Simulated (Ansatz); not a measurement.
Start from PtSe2 in the CdI2 type structure (space group P-3m1, No. 164; layered; relaxed with 0.1 eV smearing).

```yaml
crystal:
  lattice:
    - [3.77223, 0.00000, 0.00000]
    - [-1.88611, 3.26684, 0.00000]
    - [0.00000, 0.00000, 4.82116]
  atoms:
    - { symbol: Pt, position: [0.00000, 0.00000, 0.00000] }
    - { symbol: Se, position: [0.66667, 0.33333, 0.26550] }
    - { symbol: Se, position: [0.33333, 0.66667, 0.73450] }
```

Cartesian axes are those of the cell as printed.

Calculations: DFT with PBE-D3(BJ), PAW potentials and a 420 eV plane-wave cutoff in Ansatz (a quantum-chemistry and plane-wave program), no spin-orbit coupling.

For the base:

The volume per atom is 19.80 Å³.

It is then changed as follows: compressive biaxial strain of 0.39 % in the plane normal to [001], as in epitaxy on a mismatched substrate; the out-of-plane cell vector and the atoms relax.

### Question
Estimate the effect on the in-plane stress.

### Answer
The mean in-plane stress (compression positive) comes out as +0.7 GPa.

### Question
What happens to the volume per atom?

### Answer
The volume per atom drops by 0.046 Å³ to 19.76 Å³.

Whether these cells are dynamically stable was not tested. All final runs are without spin polarisation.
